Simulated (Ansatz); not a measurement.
The reference is a 16-atom supercell of BP in the zinc blende structure (space group F-43m, No. 216; a = 4.548 Å) at its relaxed geometry.

Computed with Ansatz (a first-principles code), PBE, PAW, cutoff 420 eV, spin-orbit coupling left out.

One neutral defect a cell, atoms relaxed at fixed cell.

One change was made to it. Results:

The largest displacement of a host atom from its site in the perfect cell amounts to 1.12 Å; the pressure goes from zero to 15.8 GPa.

Problem. Name the change that was made.
A. P interstitial (started 1.97 Å from the nearest host atom)
B. P vacancy, symmetric start
C. B vacancy

Solution. A, P interstitial (started 1.97 Å from the nearest host atom). For comparison, the largest displacement of a host atom from its site in the perfect cell in the other runs: B vacancy gives 0.03 Å; P vacancy, symmetric start gives 0.19 Å.

Other magnetic orders, which the real material may have, were not ruled out. The cell is small, so the values are those of an ordered compound at a high defect concentration; dilute-limit values will differ. A case with no gap was solved on a k-mesh chosen for an insulator, which is coarse for it. Defects with a symmetric start kept the site's symmetry and may sit on a saddle; the others started slightly shaken. Starting moments died away, wholly or in part, for P interstitial (started 1.97 Å from the nearest host atom) and P vacancy; another magnetic solution may exist.
